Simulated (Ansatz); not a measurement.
```yaml
crystal:
  lattice:
    - [3.93646, 0.00000, 0.00000]
    - [0.00000, 3.93646, 0.00000]
    - [0.00000, 0.00000, 3.93646]
  atoms:
    - { symbol: Sr, position: [0.00000, 0.00000, 0.00000] }
    - { symbol: Ti, position: [0.50000, 0.50000, 0.50000] }
    - { symbol: O, position: [0.00000, 0.50000, 0.50000] }
    - { symbol: O, position: [0.50000, 0.50000, 0.00000] }
    - { symbol: O, position: [0.50000, 0.00000, 0.50000] }
```

Q: Is this relaxed cell dynamically stable according to harmonic phonons (finite displacements on a 6×6×6 mesh, PBE density-functional theory in Ansatz (plane waves, PAW), k mesh 6×6×6)? If not, where is the strongest instability?

A: No. The softest mode is 145i cm⁻¹ at q = (0.000, 0.000, 0.000) in fractions of the reciprocal vectors of this cell, and 77 of the 216 wave vectors of the mesh carry a mode beyond 15i cm⁻¹.

Ansatz is a first-principles code.
